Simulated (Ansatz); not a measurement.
**MgO: biaxial strain +2.76 %, plane normal [001], relaxed out of plane**

Start from MgO in the rock salt structure (space group Fm-3m, No. 225; a = 4.214 Å). Axes: x, y, z lie along the cube axes.

The change: biaxial strain +2.76 %, plane normal [001], relaxed out of plane (Cartesian); in-plane vectors clamped, the third vector and the atoms free.

Calculations: Ansatz (a program for electronic structure) PBEsol, no SOC. Settings: 13×13×13 k-points, 0.05 eV Fermi–Dirac smearing.

- Volume per atom = 9.72 Å³ (base 9.35 Å³)
- Space group = I4/mmm (No. 139) (base Fm-3m (No. 225))
- Energy relative to the base (free energy F) = +13 meV/atom
- Pressure (mean of the normal stresses, compression positive) = -5.05 GPa (base 0.00 GPa)
- Band gap = 4.22 eV (base 4.62 eV)
- Gap character = direct at Γ (base direct at Γ)
- Electron mass = 0.35 mₑ out of plane, 0.32 mₑ in plane (at Γ) (base 0.34 mₑ (at Γ))
- Valence-band top at Γ (three highest levels, from the VBM) = 0.00, 0.00, -0.10 eV (base 0.00, 0.00, 0.00 eV)
- Out-of-plane strain = -1.57 %
- Ratio −ε⊥/ε∥ = 0.57
- Mean in-plane stress (compression positive) = -7.6 GPa

Final structure (turned so that z lies along the plane normal):

```
MgO
1.0
    3.06209     0.00000     0.00000
    0.00000     3.06209     0.00000
    1.53104    -1.53104     2.07390
Mg O
1 1
Cartesian
  0.00000   0.00000   0.00000
  1.53104   1.53104   0.00000
```

Cost of the whole job for the changed cell (relaxation, final SCF and bands): very roughly 26 core-seconds.

Masses are band curvatures over ±0.01 Å⁻¹ around the edge. No phonon test of stability was made. The base started in Pnma and relaxed to Fm-3m at this level. Labels are those of the standard path for the cell's own space group.
